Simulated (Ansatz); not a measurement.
**The (210) surface of rock-salt SnTe in its 1x1 cell (cut with top plane Sn + Te, bottom plane Sn + Te), outermost plane spacing 1.43 Å in the ideal cut**

The numbers are results of PBE (plane waves to 420 eV, PAW; Ansatz, an electronic-structure program), not measurements.

Slab: 18 atoms, Sn9Te9, 11.5 Å thick at the start; k 5x4x1, smearing 0.025 eV, dipole-corrected; all atoms relaxed; held to the part of the start's symmetry that mesh and held atoms allow; no spin, no spin-orbit, no U.

| Property | Value |
|---|---|
| surface energy (mean of both faces) | 0.22 J/m² |
| surface energy before relaxation | 0.34 J/m² |
| energy released by relaxation | 0.69 eV |
| cost | about 17 core-minutes (a rough figure) |
